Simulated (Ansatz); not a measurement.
SnO, pressure series

The parent structure is SnO in the litharge type structure (space group P4/nmm, No. 129; a = 3.837 Å, c = 4.759 Å; layered, stacked along the Cartesian z axis).

Cell and atoms are relaxed at each pressure.

Computed with PBE-D3(BJ) (Ansatz, an electronic-structure program), no SOC.

```
change             lattice parameter a  band gap
-----------------  -------------------  --------
base                          383.7 pm      zero
pressure −1 GPa               385.3 pm   0.21 eV
pressure 0.9 GPa              382.4 pm      zero
pressure 2.1 GPa              380.6 pm      zero
pressure 4.5 GPa              377.1 pm      zero
pressure 9 GPa                       …      zero
pressure 15 GPa                      …      zero
pressure 22.5 GPa             361.5 pm      zero
pressure 30 GPa               357.1 pm      zero
```

Question: Complete the table.

Answer: 
- pressure 9 GPa, lattice parameter a: 372.2 pm
- pressure 15 GPa, lattice parameter a: 367.2 pm

Load acts through the strain it causes; cell and atoms are relaxed under it. No phonon test of stability was made. No other phases were tried under pressure. The final runs are not spin-polarised. The zero or small gap of SnO can change with the level of theory.
